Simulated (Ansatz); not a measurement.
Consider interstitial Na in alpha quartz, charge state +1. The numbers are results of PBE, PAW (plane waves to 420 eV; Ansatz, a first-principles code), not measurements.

243-site cell at the relaxed PBE lattice, the Γ point alone, smearing 0.01 eV, spin-restricted, no finite-size correction. Energies are static. The charge state is imposed; whether it is stable for some Fermi level was not computed. Sites that were not tried may lie lower.

Barriers: single points on a 2×2×2 k-point mesh shifted by half a step along c at the bands' geometries.

The step: several atoms move together, Na the farthest. Atoms about the jump, Cartesian Å from the middle of the jump, before and after:

```tsv
atom	x0	y0	z0	x1	y1	z1
Na1	0.09	-0.05	0.91	-0.09	0.05	-0.91
O2	-1.57	-0.88	-0.65	-2.03	-0.94	-0.70
O3	0.20	-2.23	0.70	0.03	-1.80	0.65
O4	1.36	1.02	-0.90	1.74	1.24	-1.15
O5	0.20	2.12	1.15	0.20	1.69	0.90
Si6	-1.27	-2.38	-0.04	-1.43	-2.29	0.04
Si7	1.35	2.41	0.00	1.41	2.38	0.00
O8	-1.57	0.76	2.49	-1.64	0.60	2.48
O9	1.33	-1.12	-2.48	1.45	-0.98	-2.49
Si10	-1.26	2.27	1.89	-1.19	1.99	1.76
Si11	2.31	-0.04	-1.76	2.60	0.04	-1.89
Si12	-2.56	-0.13	-1.76	-2.85	-0.09	-1.85
Si13	1.35	-2.52	1.85	1.17	-2.27	1.76
O14	-1.62	0.60	-2.86	-1.65	0.62	-2.74
O15	1.36	-1.12	2.74	1.33	-1.10	2.86
O16	-2.35	2.65	0.76	-2.29	2.41	0.64
O17	3.23	-0.78	-0.64	3.47	-0.71	-0.76
```

Question: Give the saddle-point geometry and the barrier.

Answer: 
| atom | x | y | z |
|---|---|---|---|
| Na1 | -0.01 | 0.02 | -0.01 |
| O2 | -1.83 | -0.98 | -0.71 |
| O3 | 0.07 | -2.06 | 0.70 |
| O4 | 1.56 | 1.19 | -1.06 |
| O5 | 0.26 | 1.94 | 1.07 |
| Si6 | -1.39 | -2.41 | 0.00 |
| Si7 | 1.42 | 2.45 | 0.00 |
| O8 | -1.57 | 0.67 | 2.48 |
| O9 | 1.36 | -1.03 | -2.47 |
| Si10 | -1.20 | 2.13 | 1.84 |
| Si11 | 2.44 | 0.02 | -1.84 |
| Si12 | -2.71 | -0.13 | -1.82 |
| Si13 | 1.24 | -2.40 | 1.82 |
| O14 | -1.63 | 0.59 | -2.81 |
| O15 | 1.33 | -1.10 | 2.81 |
| O16 | -2.28 | 2.50 | 0.69 |
| O17 | 3.32 | -0.72 | -0.70 |
It lies 0.11 eV above the start and 0.11 eV above the end. The saddle point's order was not checked, and it lies on a symmetry element of the cell, where a band can be held.
